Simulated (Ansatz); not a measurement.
The starting structures come from a database of crystals and need not be the phases stable at ambient conditions.

The decay constant κ of evanescent states in the gap governs leakage through a thin film.

Consider the following.

```xyz
16
Lattice="6.9944 -0.0045 0.0025 -2.5940 8.6330 0.0021 0.0000 4.1621 7.3871" Properties=species:S:1:pos:R:3 pbc="T T T"
Hf     5.2458     0.5103     0.9136
Hf     1.7486     3.6473     6.4761
Tl     3.8065     4.7985     0.9340
Tl     0.5939     7.9920     6.4577
Tl     4.0911     6.9390     4.5941
Tl     0.3093     5.8515     2.7976
Pb     5.2458     2.5916     4.6076
Pb     1.7486     1.5660     2.7821
Se     3.0105     1.7287     0.0237
Se     1.3899    11.0619     7.3681
Se     4.8872     7.7509     1.4967
Se    -0.4867     5.0397     5.8950
Se     6.1961     2.8519     1.7279
Se    -1.7956     9.9387     5.6638
Se     1.7016     8.6266     3.3404
Se     2.6989     4.1639     4.0514
```

Space group of this cell: C2/c. The cell was relaxed by PBE-D3(BJ); by r2SCAN its mean pressure is 1.0 GPa.

Transport runs along the normal of the first two printed cell vectors.

The gap is the functional's own, uncorrected, and κ follows it; spin-orbit coupling is left out. Mid-gap values are interpolated between the computed energies.

### Question
Predict the band gap and the smallest decay constant κ at mid-gap from r2SCAN (Ansatz, a quantum-chemistry and plane-wave program).

### Answer
Gap 0.86 eV on a 6×4×4 mesh; κ = 0.165 1/Å, at (0.000, 0.250) of the in-plane reciprocal vectors. At the zone centre, at the nearest computed energy, the slowest state has κ = 0.17 1/Å.
